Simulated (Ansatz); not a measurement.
An Ansatz (a first-principles code) input for (Ba,Bi)(Ti,Al)O3 alloy cell AlBaBiTiO6 (tetragonal polar perovskite start):

Ansatz 0.2 input:
```yaml
crystal:
  lattice:
    - [3.950579233, 3.950817961, 3.984654791]
    - [-3.919050797, 3.946935261, -4.010798398]
    - [-3.946524256, 3.919290586, 4.010636049]
  atoms:
    - { symbol: Ti, position: [0.522803862, 0.480947288, 0.519017016] }
    - { symbol: Ti, position: [0.522803862, 0.980947288, 0.019017016] }
    - { symbol: Al, position: [-0.0141967, 0.469838833, 0.030142364] }
    - { symbol: Al, position: [-0.0141967, 0.969838833, 0.530142364] }
    - { symbol: Ba, position: [0.001951337, 0.482737004, 0.517264511] }
    - { symbol: Ba, position: [0.001951337, 0.982737004, 0.017264511] }
    - { symbol: Bi, position: [0.431701481, 0.399402263, 0.10050517] }
    - { symbol: Bi, position: [0.431701481, 0.899402263, 0.60050517] }
    - { symbol: O, position: [0.258785789, 0.50466483, 0.756531911] }
    - { symbol: O, position: [0.258785789, 0.00466483, 0.256531911] }
    - { symbol: O, position: [0.754317372, 0.490571451, 0.257017071] }
    - { symbol: O, position: [0.754317372, -0.009428549, 0.757017071] }
    - { symbol: O, position: [0.258864396, 0.243515409, 0.495296735] }
    - { symbol: O, position: [0.258864396, 0.743515409, 0.995296735] }
    - { symbol: O, position: [0.754236247, 0.24299715, 1.009488448] }
    - { symbol: O, position: [0.754236247, 0.74299715, 0.509488448] }
    - { symbol: O, position: [0.498937225, 0.240176421, 0.759883647] }
    - { symbol: O, position: [0.498937225, 0.740176421, 0.259883647] }
    - { symbol: O, position: [0.032598969, 0.254949362, 0.245053135] }
    - { symbol: O, position: [0.032598969, 0.754949362, 0.745053135] }
basis:
  ecutwfc: 420
  ecutrho_ratio: 4
  xc_grid: 2
kpoints:
  mp_grid: { grid: [4, 4, 4] }
hamiltonian:
  xc: pbe
  dispersion: none
  pseudopotentials: { kind: paw }
scf:
  n_extra_bands: 28
  occupations: { method: fermi_dirac, width: 0.01 }
output:
  eigenstates:
    kpoints:
      - [0.0, 0.0, 0.0]
      - [-0.5, -0.5, -0.5]
    e_range: [-5, 6]
    localisation: true
  eigenvalues: true
magnetization:
  noncollinear: true
  spin_orbit: true
```

Level of theory: PBE with spin-orbit coupling (plane waves to 420 eV, PAW; Ansatz). The runs are not spin-polarised. Its k-point mesh 4×4×4, Fermi–Dirac width 0.01 eV.

### Question
Write the closing report of this run, without the band table and long remarks, to eight decimals at most.

### Answer
```
SCF converged after 12 iterations
Magnetization: |M| = 0.0000 μB,  M = (+0.0000, +0.0000, +0.0000) μB
Absolute magnetization: 0.0000 μB (∫|m|)
  site 0: m = (+0.0000, +0.0000, +0.0000) μB, |m| = 0.0000 μB  (R = 0.76 Å)
  site 1: m = (+0.0000, +0.0000, +0.0000) μB, |m| = 0.0000 μB  (R = 0.76 Å)
  site 2: m = (+0.0000, +0.0000, +0.0000) μB, |m| = 0.0000 μB  (R = 0.78 Å)
  site 3: m = (+0.0000, +0.0000, +0.0000) μB, |m| = 0.0000 μB  (R = 0.78 Å)
  site 4: m = (+0.0000, +0.0000, +0.0000) μB, |m| = 0.0000 μB  (R = 1.15 Å)
  site 5: m = (+0.0000, +0.0000, +0.0000) μB, |m| = 0.0000 μB  (R = 1.15 Å)
  site 6: m = (+0.0000, +0.0000, +0.0000) μB, |m| = 0.0000 μB  (R = 0.92 Å)
  site 7: m = (+0.0000, +0.0000, +0.0000) μB, |m| = 0.0000 μB  (R = 0.92 Å)
  site 8: m = (+0.0000, +0.0000, +0.0000) μB, |m| = 0.0000 μB  (R = 0.84 Å)
  site 9: m = (+0.0000, +0.0000, +0.0000) μB, |m| = 0.0000 μB  (R = 0.84 Å)
  site 10: m = (+0.0000, +0.0000, +0.0000) μB, |m| = 0.0000 μB  (R = 0.78 Å)
  site 11: m = (+0.0000, +0.0000, +0.0000) μB, |m| = 0.0000 μB  (R = 0.78 Å)
  site 12: m = (+0.0000, +0.0000, +0.0000) μB, |m| = 0.0000 μB  (R = 0.84 Å)
  site 13: m = (+0.0000, +0.0000, +0.0000) μB, |m| = 0.0000 μB  (R = 0.84 Å)
  site 14: m = (+0.0000, +0.0000, +0.0000) μB, |m| = 0.0000 μB  (R = 0.78 Å)
  site 15: m = (+0.0000, +0.0000, +0.0000) μB, |m| = 0.0000 μB  (R = 0.78 Å)
  site 16: m = (+0.0000, +0.0000, +0.0000) μB, |m| = 0.0000 μB  (R = 0.76 Å)
  site 17: m = (+0.0000, +0.0000, +0.0000) μB, |m| = 0.0000 μB  (R = 0.76 Å)
  site 18: m = (+0.0000, +0.0000, +0.0000) μB, |m| = 0.0000 μB  (R = 0.79 Å)
  site 19: m = (+0.0000, +0.0000, +0.0000) μB, |m| = 0.0000 μB  (R = 0.79 Å)
Free energy (F): -49689.490015 eV
Harris-Foulkes:  -49689.490015 eV  (|F-HF|=1.41e-8)
Internal energy: -49689.490015 eV  (E = F + TS)
E sigma→0 (E₀):  -49689.490015 eV
Fermi energy:    11.126537 eV
--- Per-component energies (eV) ---
  E_band       = -382.019396
  E_kinetic    = 3653.305228
  E_local      = -9075.545362  (includes V_loc(G=0)·N_el)
  E_nonlocal   = 1841.851925
  E_hartree    = 3312.716101
  E_xc         = -1814.564816
  E_vxc        = -2012.012644  (∫ρ·V_xc dr)
  E_paw        = -36792.849626  (= ΣΔE_a)
  E_vpaw       = -1415.082823  (= ΣTr[D̂ρ^β])
  E_aug_tail   = 0.028738  (compensation charges beyond the density's cutoff)
  E_ewald      = -10814.432202
  E_smearing   = 0.000000  (= −TS)
  E_closure    = 0.000000  (closes the sum)
  Σ components = -49689.490015   (vs F -49689.490015, Δ=0.00e0)
```

Cost: about 10 core-minutes (a rough figure).
